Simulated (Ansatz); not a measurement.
An Ansatz (a first-principles code) input (PBEsol (Ansatz; PAW; 420 eV plane waves; no spin-orbit coupling)):

Ansatz 0.2 input:
```yaml
crystal:
  lattice:
    - [4.0136478747, 0, 0]
    - [0, 5.676155259, 0]
    - [0, 0, 25.0341196868]
  atoms:
    - { symbol: Ge, position: [0.25, 0.75, 0.2995911218] }
    - { symbol: Ge, position: [0.75, 0.5, 0.2995911218] }
    - { symbol: Ge, position: [0.75, 1.25, 0.3797546731] }
    - { symbol: Ge, position: [1.25, 1, 0.3797546731] }
    - { symbol: Ge, position: [1.25, 1.75, 0.4599182244] }
    - { symbol: Ge, position: [1.75, 1.5, 0.4599182244] }
    - { symbol: Ge, position: [1.75, 2.25, 0.5400817756] }
    - { symbol: Ge, position: [2.25, 2, 0.5400817756] }
    - { symbol: Ge, position: [2.25, 2.75, 0.6202453269] }
    - { symbol: Ge, position: [2.75, 2.5, 0.6202453269] }
    - { symbol: Ge, position: [2.75, 3.25, 0.7004088782] }
    - { symbol: Ge, position: [3.25, 3, 0.7004088782] }
basis: { ecutwfc: 420, ecutrho_ratio: 4, xc_grid: 2, fft_grid_basis: typed }
kpoints: { mp_grid: { grid: [12, 8, 1] } }
hamiltonian:
  xc: pbesol
  dispersion: none
  pseudopotentials: { kind: paw }
scf: { occupations: { method: fermi_dirac, width: 0.05 }, convergence: { dr2_threshold: 0.0000000012 } }
relax: { f_tol: 0.01, max_steps: 50 }
output: { forces: true, stress: true }
checkpoint: { write: state.ck, write_every: 1000 }
```

Question: Which symmetry and how many k-points will the program report, and about how many plane waves at Γ?

Answer: Space group Pmna (ITA 53) with 8 operations, k-points 35 of 96, and 11205 plane waves at Γ.

Whether these cells are dynamically stable was not tested. The cell was made from Ge in the diamond structure (space group Fd-3m, No. 227) by this change: a free-standing slab of 6 layers (12 atoms, 2 a layer) is cut normal to [110], with 15 Å of vacuum and the in-plane cell held at bulk.
